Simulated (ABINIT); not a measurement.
Input and output of a self-consistent single point for Tc3N (P-6m2, 4 atoms in the cell) (ABINIT).

Method of the run: PBEsol, norm-conserving pseudopotentials (PseudoDojo nc-sr-04 PBEsol standard) (plane waves; ABINIT).

The change in words: lattice scaled by 0.98. Reference geometry:
```yaml
crystal:
  lattice:
    - [2.79779, 0.00000, 0.00000]
    - [-1.39889, 2.42296, 0.00000]
    - [0.00000, 0.00000, 7.03934]
  atoms:
    - { symbol: Tc, position: [0.00000, 0.00000, 0.50000] }
    - { symbol: Tc, position: [0.66667, 0.33333, 0.80333] }
    - { symbol: Tc, position: [0.66667, 0.33333, 0.19667] }
    - { symbol: N, position: [0.00000, 0.00000, 0.00000] }
```

Reference input (self-consistent single point, DFT, PBEsol, plane waves, norm-conserving pseudopotentials (PseudoDojo nc-sr-04 PBEsol standard)): pseudos = [Tc.upf, N.upf]; ecut = 84 Ry; occopt = 7; tsmear = 0.00183747 Ha; ngkpt = 14 14 5; nshiftk = 1; shiftk = 0 0 0; potentials = PseudoDojo nc-sr-04 PBEsol standard; nband = 33; kptopt = 1; nstep = 60; tolvrs = 1e-10. This run's input differs from it in these lines:

```diff
@@ -3,6 +3,6 @@
 pseudos "Tc.upf, N.upf"
-acell 5.2870566202 5.2870566202 13.3024246981
+acell 5.1813154516 5.1813154516 13.0363758262
 rprim
-         1.0000000000    0.0000000103    0.0000000000
-        -0.5000000089    0.8660253986    0.0000000000
+         1.0000000000   -0.0000000050    0.0000000000
+        -0.4999999956    0.8660254063    0.0000000000
          0.0000000000    0.0000000000    1.0000000000
@@ -13,5 +13,5 @@
 xcart
-         0.0000000000    0.0000000000    6.6512123491
-         2.6435282944    1.5262418086   10.6862368327
-         2.6435282944    1.5262418086    2.6161878654
+         0.0000000000    0.0000000000    6.5181879131
+         2.5906577333    1.4957169223   10.4725117925
+         2.5906577333    1.4957169223    2.5638640337
          0.0000000000    0.0000000000    0.0000000000
```

Output, abridged:

```
--- !BeginCycle
solver: {iscf: 7, nstep: 60, nline: 4, wfoptalg: 0, }
tolerances: {tolvrs: 1.00E-10, }
...

     iter   Etot(hartree)      deltaE(h)  residm     vres2
 ETOT  1  -264.50739830661    -2.645E+02 3.072E-01 2.569E+03
 ETOT  2  -262.94350310005     1.564E+00 1.215E-01 2.965E+04
 ETOT  3  -264.67463205046    -1.731E+00 1.504E-02 3.515E+03
 ETOT  4  -264.81686276113    -1.422E-01 4.551E-03 1.275E+02
 ETOT  5  -264.82605521501    -9.192E-03 1.919E-03 6.726E+00
   [... 3 lines left out ...]
 ETOT  9  -264.82632900569    -1.082E-09 7.467E-04 5.164E-08
 ETOT 10  -264.82632900570    -1.137E-11 6.867E-04 3.474E-09
 ETOT 11  -264.82632900570     2.444E-12 3.994E-04 6.460E-10
 ETOT 12  -264.82632900570    -2.274E-13 3.380E-04 1.006E-11
 At SCF step   12       vres2   =  1.01E-11 < tolvrs=  1.00E-10 =>converged.

 Cartesian components of stress tensor (hartree/bohr^3)
  sigma(1 1)= -5.93794096E-04  sigma(3 2)=  0.00000000E+00
  sigma(2 2)= -5.93794097E-04  sigma(3 1)=  0.00000000E+00
  sigma(3 3)= -6.81324423E-04  sigma(2 1)= -2.26388410E-12

 ----iterations are completed or convergence reached----

 reduced coordinates (array xred) for    4 atoms
       0.000000000000      0.000000000000      0.500000000000
       0.666666666667      0.333333333333      0.803330000003
       0.666666666667      0.333333333333      0.196669999997
       0.000000000000      0.000000000000      0.000000000000
 cartesian forces (eV/Angstrom) at end:
    1     -0.00000000000000    -0.00000000000000    -0.00000000000000
   [... lines left out ...]
 Fermi (or HOMO) energy (eV) =  19.13517   Average Vxc (eV)= -14.82328
   [... lines left out ...]
total_energy        : -2.64826329005698E+02
total_energy_eV     : -7.20629089480870E+03
band_energy         : -1.01766059814767E+01
...

-Cartesian components of stress tensor (GPa)         [Pressure=  1.8328E+01 GPa]
- sigma(1 1)= -1.74700225E+01  sigma(3 2)=  0.00000000E+00
- sigma(2 2)= -1.74700225E+01  sigma(3 1)=  0.00000000E+00
- sigma(3 3)= -2.00452532E+01  sigma(2 1)= -6.66057587E-08

 Calculation completed.
```

The run converged in 12 iterations. Against the reference run the free energy goes up by 25.3 meV/atom, the pressure goes from -5.55 to 18.33 GPa and the largest force goes from 0.196 to 0.054 eV/Å.

The starting cell comes from a database of computed structures (which also holds hypothetical and non-ambient phases and stackings), without a prior relaxation at this level. For this run, on top of that: lattice scaled by 0.98. Spin polarisation is off. With a pressure of about 18 GPa the cell is away from its equilibrium volume at this level.

Cost on one core of a shared machine: roughly 6 min.
